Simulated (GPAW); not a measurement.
Band structure of HfZn2 (Fd-3m, 6 atoms in the cell).

```
CELL_PARAMETERS angstrom
      0.00000     3.55564     3.55564
      3.55564     0.00000     3.55564
      3.55564     3.55564     0.00000
ATOMIC_POSITIONS crystal
  Hf 0.75000 0.75000 0.75000
  Hf 0.50000 0.50000 0.50000
  Zn 0.12500 0.12500 0.62500
  Zn 0.12500 0.62500 0.12500
  Zn 0.12500 0.12500 0.12500
  Zn 0.62500 0.12500 0.12500
```
Moments meant for the start (each program seeds them in its own way; μB, in the order of the atoms Hf Hf Zn Zn Zn Zn): 1.0 1.0 0.0 0.0 0.0 0.0.

Method of the run: LDA (Perdew-Wang 92), GPAW PAW datasets LDA (gpaw-data 1.0.1) (plane waves; GPAW).

Settings: spinpol = true; mode = pw; ecut = 850 eV; xc = LDA; kpts = 5 5 5; mesh shift (steps) = 0 0 0; occupations.name = fermi-dirac; occupations.width = 0.1 eV; nbands = -12; convergence.forces = 0.001 eV/Å; symmetry.symmorphic = false; symmetry.tolerance = 0.0005; maxiter = 100; bandpath_npoints = 40.

The starting cell comes from a database of computed structures (which also holds hypothetical and non-ambient phases and stackings), without a prior relaxation at this level. Its lattice was rescaled by a random factor within 2.5 % of one. Spin-orbit coupling is off. The starting moments vanished: the run ended non-magnetic.

Levels in eV from the Fermi level, bands 33 to 40 of the first spin channel:
| point | 33 | 34 | 35 | 36 | 37 | 38 | 39 | 40 |
|---|---|---|---|---|---|---|---|---|
| Γ | -1.87 | -1.87 | -1.87 | -1.05 | -1.05 | -1.05 | 2.86 | 4.33 |
| X | -2.49 | -2.49 | 0.44 | 0.44 | 0.79 | 0.79 | 2.71 | 2.71 |
| W | -1.01 | -1.01 | 0.00 | 0.00 | 0.88 | 0.88 | 2.35 | 2.35 |
| K | -2.60 | -0.66 | 0.05 | 0.13 | 0.63 | 1.02 | 1.88 | 2.47 |
| L | -2.28 | -0.90 | -0.90 | -0.07 | -0.04 | -0.04 | 3.22 | 3.22 |
| U | -2.60 | -0.66 | 0.05 | 0.13 | 0.63 | 1.02 | 1.88 | 2.47 |

Bands cross the Fermi level along this path, so the cell is metallic at this level.

The net moment of the cell came out as 0.00 μB.
